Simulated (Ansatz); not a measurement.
The reference is Al₂Au (space group Fm-3m, No. 225; a = 6.061 Å; relaxed with 0.1 eV smearing).

Level of theory: PBE (Ansatz, an electronic-structure program; PAW; 420 eV plane waves; no spin-orbit coupling).

Strains are applied to the cell and any free atomic positions relax.

One change was made to it. Results:

```json
[
 {"quantity": "energy relative to the base (free energy F)", "base": "0 meV/atom", "after": "+24 meV/atom"},
 {"quantity": "pressure", "base": "0.0 GPa", "after": "7.3 GPa"}
]
```

Question: Name the change that was made.
A) isotropic strain +1.50 %
B) isotropic strain −1.00 %
C) isotropic strain −0.50 %
D) isotropic strain −2.00 %
E) isotropic strain −3.00 %

Answer: D, isotropic strain −2.00 %. For comparison, the energy relative to the base in the other runs: isotropic strain −0.50 % gives +1.4 meV/atom; isotropic strain −1.00 % gives +5.7 meV/atom; isotropic strain −3.00 % gives +55 meV/atom; isotropic strain +1.50 % gives +12 meV/atom.

No phonon test of stability was made.
